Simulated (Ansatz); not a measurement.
## A computed series for MoSi2: response to strain

The reference is MoSi2 (space group P6_222, No. 180; a cell from a computed database, its experimental status unchecked).

```
MoSi2
1.0
    4.58468     0.00000     0.00000
   -2.29234     3.97045     0.00000
    0.00000     0.00000     6.57762
Si Mo
6 3
Cartesian
 -1.16549   3.31987   5.48135
  1.12685   0.65059   1.09627
  0.00000   1.30117   3.28881
  3.45784   0.65059   5.48135
  1.16549   3.31987   1.09627
  2.29234   2.66928   3.28881
  2.29234   0.00000   3.28881
  1.14617   1.98523   5.48135
 -1.14617   1.98523   1.09627
```

Cartesian axes are those of the cell as printed.

Strains are applied to the cell and any free atomic positions relax; under stress the whole cell relaxes.

Computed with r2SCAN (Ansatz, a first-principles code, PAW, no spin-orbit coupling), earlier PAW set.

Notes on the quantities. energy relative to the base: free energy F.

```tsv
change	energy relative to the base	shortest interatomic distance	band gap
base	0 meV/atom	2.550 Å	0.16 eV
isotropic strain −4.51 %	+198 meV/atom	2.434 Å	zero
isotropic strain +1.19 %	+11 meV/atom	2.580 Å	0.17 eV
uniaxial strain ε_yy = −1.26 %	+3.0 meV/atom	2.542 Å	0.15 eV
tensor shear ε_xy = −0.40 %	+0.5 meV/atom	2.548 Å	0.15 eV
uniaxial stress, 1 GPa compression along z	+0.1 meV/atom	2.545 Å	0.15 eV
uniaxial stress, 1 GPa tension along z	+0.1 meV/atom	2.554 Å	0.16 eV
uniaxial stress, 5 GPa compression along z	+2.6 meV/atom	2.527 Å	0.13 eV
uniaxial stress, 1 GPa tension along x	+0.1 meV/atom	2.548 Å	0.15 eV
```

Stability under load was not tested beyond the relaxation. All final runs are without spin polarisation. Gaps under 0.05 eV, about the width of the smearing, are given as zero. The zero or small gap of MoSi2 can change with the level of theory.
